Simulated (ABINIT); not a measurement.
# Short convergence ladders for LaH₃ (I4/mmm, 4 atoms in the cell)

```yaml
crystal:
  lattice:
    - [-1.86769, 1.86769, 3.04058]
    - [1.86769, -1.86769, 3.04058]
    - [1.86769, 1.86769, -3.04058]
  atoms:
    - { symbol: La, position: [0.00000, 0.00000, 0.00000] }
    - { symbol: H, position: [0.75000, 0.25000, 0.50000] }
    - { symbol: H, position: [0.25000, 0.75000, 0.50000] }
    - { symbol: H, position: [0.50000, 0.50000, 0.00000] }
```

Base method: LDA (PW92), PAW (JTH v2.0 LDA PAW) (plane waves; ABINIT 10.0.3).

Base settings: pseudos = [La.LDA_PW-JTH.xml, H.LDA_PW-JTH.xml]; ecut = 30 Ha; pawecutdg = 60 Ha; pawxcdev = 0; ixc = 7; occopt = 3; tsmear = 0.02 eV; ngkpt = 4 4 4; nshiftk = 1; shiftk = 0 0 0.

The count of work is k-points × plane waves × bands × iterations; it is no time. 

**The force threshold of a relaxation**

On LaH3 (I4mm, 4 atoms in the cell): one atom moved by 0.15 angstrom.

In this ladder: ionmov = 2; ntime = 40.

The mesh stays at the base's, so the ladder's end is converged at best in this setting alone.

Only quantities that move along the ladder and can be compared are tabulated.

```csv
tolmxf,free energy less the last step's (meV/atom),largest force left (eV/Å),relaxation steps
0.00389 Ha/bohr,0.25,0.0372,3
0.00194 Ha/bohr,0.25,0.0372,3
0.000972 Ha/bohr,0.25,0.0372,3
0.000583 Ha/bohr,0.22,0.0190,4
0.000389 Ha/bohr,0.22,0.0190,4
0.000194 Ha/bohr,0.00,0.0002,12
9.72e-05 Ha/bohr,0.00,0.0002,12
3.89e-05 Ha/bohr,0.00,0.0002,12
1.94e-05 Ha/bohr,0.00,0.0002,12
```

Coarsest tolmxf that holds the free energy within 0.2 meV/atom of the last step, with all finer ones: 0.000194 Ha/bohr; the step before is off by 0.22 meV/atom.

Coarsest tolmxf that holds the largest force left within 0.005 eV/Å of the last step, with all finer ones: 0.000194 Ha/bohr; the step before is off by 0.019 eV/Å.

Two neighbours can agree and both be off: 0.00389 Ha/bohr and 0.00194 Ha/bohr differ by 0.00 meV/atom in the free energy, yet lie about 0.25 meV/atom from the last step.

**The size of a vacancy's supercell**

On LaH3 (I4/mmm, 8 atoms in the cell), and larger cells.

Steps: 2 x 1 x 1 supercell, one H atom taken out, nothing relaxed; 2 x 2 x 1 supercell, one H atom taken out, nothing relaxed; and so on, with the mesh thinned in proportion.

Only quantities that move along the ladder and can be compared are tabulated.

```csv
atoms,energy of the cell with the vacancy less the whole one (holds the removed atom on the program's zero: only its change counts) (eV),count of work / last
8,16.772,0.46
16,16.744,1.1
32,16.728,1.0
```

Smallest size that holds the energy of the cell with the vacancy less the whole one (holds the removed atom on the program's zero: only its change counts) within 0.02 eV: not settled: the last two steps still differ by 0.016 eV, over half the tolerance, so the ladder does not show it.

On the base run: the starting cell comes from a database of computed structures (which also holds hypothetical and non-ambient phases and stackings), without a prior relaxation at this level. Its lattice was rescaled by up to half a per cent.
